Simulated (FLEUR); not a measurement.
Band structure of ScPb3 (I4/mmm, 4 atoms in the cell).

```
ScPb3
1.0
   -2.26730     2.26730     5.52468
    2.26730    -2.26730     5.52468
    2.26730     2.26730    -5.52468
Sc Pb
1 3
Direct
  0.00000   0.00000   0.00000
  0.75000   0.25000   0.50000
  0.25000   0.75000   0.50000
  0.50000   0.50000   0.00000
```

Method: LDA (Perdew-Zunger), all-electron FLAPW (FLEUR), scalar-relativistic valence in FLEUR.

Settings: Kmax = 3.8 1/bohr; GmaxXC = 15.2 1/bohr; xcFunctional = pz; jspins = 1; l_soc = F; mode = hist; fermiSmearingEnergy = 0.00183747 Htr; mesh (inpgen div1-3) = 7 7 7; inpgen gamma flag = false; Gmax = 15.2 1/bohr; numbands = 0; maxIterBroyd = 15; imix = Anderson; alpha = 0.05.

The starting cell comes from a database of computed structures (which also holds hypothetical and non-ambient phases and stackings), without a prior relaxation at this level. Spin-orbit coupling is off. Values depend on the basis (sphere radii, cutoffs, local orbitals), which need not be converged.

Levels in eV from the Fermi level, bands 23 to 30:
```json
[
 {"point": "Γ", "23": "-3.51", "24": "-1.66", "25": "-1.66", "26": "-0.53", "27": "0.46", "28": "0.46", "29": "1.21", "30": "1.48"},
 {"point": "X", "23": "-4.02", "24": "-3.37", "25": "-3.01", "26": "-1.03", "27": "-0.64", "28": "1.30", "29": "1.36", "30": "1.49"},
 {"point": "Y", "23": "-3.68", "24": "-3.42", "25": "-2.59", "26": "-0.93", "27": "-0.60", "28": "0.93", "29": "1.42", "30": "1.59"},
 {"point": "S", "23": "-2.82", "24": "-1.28", "25": "-1.23", "26": "-0.42", "27": "0.56", "28": "0.91", "29": "0.99", "30": "1.15"},
 {"point": "Z", "23": "-2.02", "24": "-2.02", "25": "-1.24", "26": "0.69", "27": "0.96", "28": "0.96", "29": "1.21", "30": "1.60"},
 {"point": "S1", "23": "-2.82", "24": "-1.28", "25": "-1.23", "26": "-0.42", "27": "0.56", "28": "0.91", "29": "0.99", "30": "1.15"},
 {"point": "N", "23": "-3.54", "24": "-1.10", "25": "-0.60", "26": "-0.11", "27": "-0.03", "28": "0.44", "29": "1.00", "30": "1.40"},
 {"point": "P", "23": "-4.20", "24": "-3.05", "25": "-2.39", "26": "-2.39", "27": "0.36", "28": "0.79", "29": "0.79", "30": "1.49"},
 {"point": "Y1", "23": "-3.68", "24": "-3.42", "25": "-2.59", "26": "-0.93", "27": "-0.60", "28": "0.93", "29": "1.42", "30": "1.59"}
]
```
